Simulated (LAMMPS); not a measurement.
One fault surface with several potentials: a slab of Si (diamond structure) cut on the (110) plane, one half shifted rigidly along [001] and [1-10] of the cubic cell, atoms relaxed along the normal alone.

Interatomic potentials used:
- MEAM AlSiMgCuFe.meam: classical force field (static), pair style meam, file AlSiMgCuFe.meam (LAMMPS); Jelinek, Groh, Horstemeyer, Houze, Kim, Wagner, Moitra and Baskes, Phys Rev B, 85, 245102 (2012)
- MEAM Si_1.meam.spline: classical force field (static), pair style meam/spline, file Si_1.meam.spline (LAMMPS); Lenosky, Sadigh, Alonso, Bulatov, de la Rubia, Kim, Voter and Kress, Modell Simul Mater Sci Eng, 8, 825 (2000)
- MEAM Si_2.meam.spline: classical force field (static), pair style meam/spline, file Si_2.meam.spline (LAMMPS); Du, Lenosky, Hennig, Goedecker, Wilkins, Phys Stat Sol, 248, 2050 (2011)
- SNAP Si_Zuo_JPCA2020.snap: machine-learned potential (static), pair style snap, file Si_Zuo_JPCA2020.snap (LAMMPS); Y. Zuo, C. Chen, X, Li, Z. Deng, Y. Chen, J. Behler, G. Csányi, A. V. Shapeev, A. P. Thompson, M. A. Wood, S. P. Ong, "Performance and Cost Assessment of Machine Learning Interatomic Potentials" J. Phys. Chem. A 124, 4, 731-745 (2020)
- Si.sw: classical force field (static), pair style sw, file Si.sw (LAMMPS); Stillinger and Weber,  Phys Rev B, 31, 5262, (1985)
- Si.tersoff.mod: classical force field (static), pair style tersoff/mod, file Si.tersoff.mod (LAMMPS); Kumagai, Izumi, Hara and Sakai, Comp Mat Sci, 39, 457 (2007)

| potential | largest along the first shift | largest on the surface |
|---|---|---|
| MEAM AlSiMgCuFe.meam | 3060 mJ/m² | 3060 mJ/m² |
| MEAM Si_1.meam.spline | 2630 mJ/m² | 2630 mJ/m² |
| MEAM Si_2.meam.spline | 2410 mJ/m² | 2410 mJ/m² |
| SNAP Si_Zuo_JPCA2020.snap | 1990 mJ/m² | 1990 mJ/m² |
| Si.sw | 2710 mJ/m² | 2710 mJ/m² |
| Si.tersoff.mod | 2170 mJ/m² | 2170 mJ/m² |
